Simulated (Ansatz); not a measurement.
## Response to strain in CdTe

The parent structure is CdTe in the zinc blende structure (space group F-43m, No. 216; a = 6.4086 Å). Axes: x, y, z lie along the cube axes.

Strains are applied to the cell and any free atomic positions relax.

Computed with Kohn–Sham DFT with the LDA functional, run in Ansatz (a first-principles code) with PAW and 420 eV plane waves, no SOC.

Candidates:
(a) uniaxial strain ε_zz = −2.50 %
(b) uniaxial strain ε_zz = +2.50 %
(c) uniaxial strain ε_zz = +3.00 %

Before the change:

```
Property   Result
--------  -------
Band gap  0.61 eV
```

Problem. Order them by band gap, highest first.

Solution. (a) uniaxial strain ε_zz = −2.50 % (0.63 eV), (b) uniaxial strain ε_zz = +2.50 % (0.51 eV), (c) uniaxial strain ε_zz = +3.00 % (0.49 eV)

With Te present, leaving out spin-orbit coupling can change the band edges. Whether these cells are dynamically stable was not tested.
